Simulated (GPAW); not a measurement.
Band structure of CuAu (P4/mmm, 2 atoms in the cell).

```yaml
crystal:
  lattice:
    - [2.80000, 0.00000, 0.00000]
    - [0.00000, 2.80000, 0.00000]
    - [0.00000, 0.00000, 3.67000]
  atoms:
    - { symbol: Cu, position: [0.00000, 0.00000, 0.00000] }
    - { symbol: Au, position: [0.50000, 0.50000, 0.50000] }
```

Computed with PBE, GPAW PAW datasets PBE (gpaw-data 1.0.1) (plane waves; GPAW).

Settings: mode = pw; ecut = 850 eV; xc = PBE; kpts = 12 12 10; mesh shift (steps) = 0 0 0; occupations.name = methfessel-paxton; occupations.width = 0.272 eV; occupations.order = 0; nbands = -8; symmetry.symmorphic = false; symmetry.tolerance = 0.0005; maxiter = 150; bandpath_npoints = 40.

The starting cell has typed, rounded lattice constants, without a prior relaxation at this level. Spin-orbit coupling is off. Spin polarisation is off.

Levels in eV from the Fermi level, bands 8 to 15:
```tsv
point	8	9	10	11	12	13	14	15
Γ	-2.16	-1.70	-1.47	-1.47	2.12	8.17	10.26	10.26
X	-2.99	-2.41	-2.20	-0.86	-0.12	9.66	9.70	11.45
M	-1.64	-1.37	-1.37	0.64	0.64	5.28	6.95	10.47
Z	-2.78	-2.37	-2.34	-2.34	-1.98	14.91	15.01	15.01
R	-1.73	-1.60	-1.55	-1.11	-1.09	2.78	4.46	16.75
A	-2.16	-1.66	-1.64	5.58	5.59	5.59	6.35	7.00
```

Bands cross the Fermi level along this path, so the cell is metallic at this level.
